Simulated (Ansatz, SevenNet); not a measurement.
# How well does each level of theory give the lattice parameter a of A15 Mo3Si?

Reference value: 4.889 Å (measured, temperature not stated, copied from a table, unchecked, no zero-point or thermal correction; as tabulated in Dopovidi Akademii Nauk Ukrains'koi RSR, Seriya A: Fiziko-Tekhnichni ta Matematichni Nauki 1970, 553 (1970)).

```
level (code)            value (Å)  difference (%)
----------------------  ---------  --------------
SevenNet-l3i5               4.921           +0.65
LDA (Ansatz)                4.834           -1.12
PBE (Ansatz)                4.906           +0.35
PBEsol-D3(BJ) (Ansatz)      4.816           -1.49
rVV10 (Ansatz)              4.936           +0.96
r²SCAN+rVV10 (Ansatz)       4.875           -0.29
HSE06 (Ansatz)              4.862           -0.55
```

The reference's temperature isn't stated, so close values are not ranked against it.

The measured value isn't corrected to a static lattice, so vibrations enter the comparison. A static lattice is as a rule a little smaller than the measured one.  HSE06: the run has no spin polarisation, so it can have missed a magnetic state. Cutoffs and k meshes differ between the levels. Ansatz's density-functional and Hartree–Fock values are scalar-relativistic unless marked +SOC, with PAW data made under PBE.

Machine-learned potentials (SevenNet-l3i5) are trained on DFT data: a solid inside that data is no test of them.

Differences are worked out from the printed values.

Ansatz is a first-principles code.
